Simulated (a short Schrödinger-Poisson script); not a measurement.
Stack: single CdTe/Cd0.85Zn0.15Te quantum well.

```tsv
layer	material	thickness (nm)
1	Cd0.85Zn0.15Te	20
2	CdTe	4
3	Cd0.85Zn0.15Te	20
```

Constants are typed, rounded textbook-type inputs, not results; the design itself was drawn at random and stands for no fabricated device. CdTe: direct gap (eV) 1.5, conduction-band edge (eV) 0, electron mass (mₑ) 0.096, heavy-hole mass 0.6, light-hole mass 0.12. Cd0.85Zn0.15Te: direct gap (eV) 1.59, conduction-band edge (eV) 0.072, electron mass (mₑ) 0.1, heavy-hole mass 0.6, light-hole mass 0.13.

The valence-band edge of each layer lies one gap below its conduction-band edge. The electron's potential energy rises along the stack by the applied field. Mesh 0.03 nm at interfaces.

Estimate e1 and hh1 for infinitely high walls at zero field, and compare with the finite well.

ħ²π²/(2mL²) gives 244.8 meV for the electron and 39.2 meV for the heavy hole. The finite well gives 43.9 and 9.3 meV, 0.18 and 0.24 of the estimates, as the states reach into the barriers (40 % of e1 lies outside the well).

Solved with a short Schrödinger-Poisson script written for these runs: one-band effective-mass equation with BenDaniel-Duke matching, electrons, heavy and light holes apart, hard walls at the outer ends, one valence edge for both holes (no strain splitting), no charge, excitons, band mixing or non-parabolicity; under a field the levels are quasi-bound states of a box, listed while three quarters of their weight lies within 4 nm of the wells.
